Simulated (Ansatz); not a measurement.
Ansatz (an electronic-structure program) run on SrZn2Sb2 (P3m1, 5 atoms in the cell): self-consistent single point.

Method: LDA (PW92), default PAW files made with PBE (plane waves; Ansatz).

The change in words: lattice scaled by 0.98; kpoints.mp_grid.grid: 8 8 4 → 17 17 9. Reference geometry:
```xyz
5
Lattice="4.4993 0.0000 0.0000 -2.2497 3.8965 0.0000 0.0000 0.0000 7.7167" Properties=species:S:1:pos:R:3 pbc="T T T"
Sr     0.0000     0.0000     0.0500
Zn     2.2497     1.2988     2.8255
Zn     0.0000     2.5977     4.8912
Sb     0.0000     2.5977     2.0992
Sb     2.2497     1.2988     5.6175
```

Reference input (self-consistent single point, DFT, LDA (PW92), plane waves, default PAW files made with PBE): basis.ecutwfc = 30.9 Ry; kpoints.mp_grid.grid = 8 8 4; hamiltonian.xc = lda; hamiltonian.pseudopotentials = {kind: paw} (the program's default PAW files); scf.occupations.method = fermi_dirac; scf.occupations.width = 0.0073 Ry. This run's input differs from it in these lines:

Ansatz 0.2 input:
```diff
@@ -2,5 +2,5 @@
   lattice:
-    - [4.49932100, 0.00000000, 0.00000000]
-    - [-2.24966100, 3.89652600, 0.00000000]
-    - [0.00000000, 0.00000000, 7.71668000]
+    - [4.40933500, 0.00000000, 0.00000000]
+    - [-2.20466800, 3.81859500, 0.00000000]
+    - [0.00000000, 0.00000000, 7.56234600]
   atoms:
@@ -14,3 +14,3 @@
 kpoints:
-  mp_grid: { grid: [8, 8, 4] }
+  mp_grid: { grid: [17, 17, 9] }
 hamiltonian:
```

The program printed (abridged):

```
SCF iter   1: F=—  HF=-22610.902886 eV  |F-HF|=—  |Δ(HF+E_count)|=         —  Δρ=5.93e-3  dr2=2.92e-2  ethr=1.77e-3  ⟨swp⟩=8.9  Hψ=52618  notcnv=0
all-band conjugate gradients solve this SCF's bands
preconditioner: auto → Kerker (q_TF=auto, 2.433 Å⁻¹)
SCF iter   2: F=—  HF=-22610.898249 eV  |F-HF|=—  |Δ(HF+E_count)|=   4.64e-3  Δρ=3.10e-3  dr2=9.31e-3  ethr=4.57e-5  ⟨swp⟩=2.0  Hψ=16273  notcnv=0
   [... lines left out ...]
SCF iter   7: F=—  HF=-22610.896340 eV  |F-HF|=—  |Δ(HF+E_count)|=   1.37e-5  Δρ=3.61e-5  dr2=5.57e-6  ethr=9.49e-8  ⟨swp⟩=3.0  Hψ=18209  notcnv=0
SCF iter   8: F=—  HF=-22610.896340 eV  |F-HF|=—  |Δ(HF+E_count)|=   2.18e-7  Δρ=2.83e-5  dr2=1.51e-6  ethr=8.70e-9  ⟨swp⟩=2.0  Hψ=14334  notcnv=0
SCF iter   9: F=—  HF=-22610.896340 eV  |F-HF|=—  |Δ(HF+E_count)|=   1.29e-7  Δρ=2.39e-5  dr2=9.72e-7  ethr=2.36e-9  ⟨swp⟩=2.0  Hψ=14443  notcnv=0
SCF iter  10: F=-22610.896340 eV  HF=-22610.896340 eV  |F-HF|=6.42e-8  |Δ(HF+E_count)|=   3.38e-7  Δρ=5.21e-6  dr2=9.76e-8  ethr=1.56e-10  ⟨swp⟩=5.4  Hψ=50051  notcnv=0
SCF 1 converged in 10 iterations: F = -22610.896340 eV  dr2 = 9.76e-8
Free energy (F): -22610.896340 eV
Internal energy: -22610.887176 eV  (E = F + TS)
E sigma→0 (E₀):  -22610.891758 eV
Entropy (-TS):   -0.009164 eV (-1.833 meV/atom)
Fermi energy:    9.292416 eV
--- Forces (eV/Å), atoms counted from 1 ---
  atom   1  Sr     0.00000000     0.00000000    -0.22548897
  atom   2  Zn     0.00000000    -0.00000000     0.04135874
  atom   3  Zn    -0.00000000     0.00000000     0.08387863
  atom   4  Sb    -0.00000000     0.00000000    -0.05328122
  atom   5  Sb     0.00000000    -0.00000000     0.15339107
--- Stress (GPa, compression-positive) ---
        0.180691      -0.000000       0.000000
       -0.000000       0.180691      -0.000000
        0.000000      -0.000000      -0.264993
  P = ⅓ Tr σ = 0.0321 GPa (0.321 kbar)
  The stress holds the Pulay correction. Without it, at fixed plane waves, as pw.x and ABINIT print it: P = -0.0011 GPa
```

The run converged in 10 iterations. Against the reference run the free energy goes down by 15.0 meV/atom, the pressure goes from -2.88 to 0.03 GPa and the largest force goes from 0.185 to 0.225 eV/Å.

The starting cell comes from a database of computed structures (which also holds hypothetical and non-ambient phases and stackings), without a prior relaxation at this level. Its lattice was rescaled by up to half a per cent. One atom was moved a little off its site on purpose. For this run, on top of that: lattice scaled by 0.98. Ansatz's pressure includes its estimate of the finite-basis (Pulay) stress. The run gives no clean gap (levels at the Fermi energy touch, overlap or are partly filled at this smearing), which alone does not show that the compound is a metal.

Cost on one core of a shared machine: roughly 2 min.
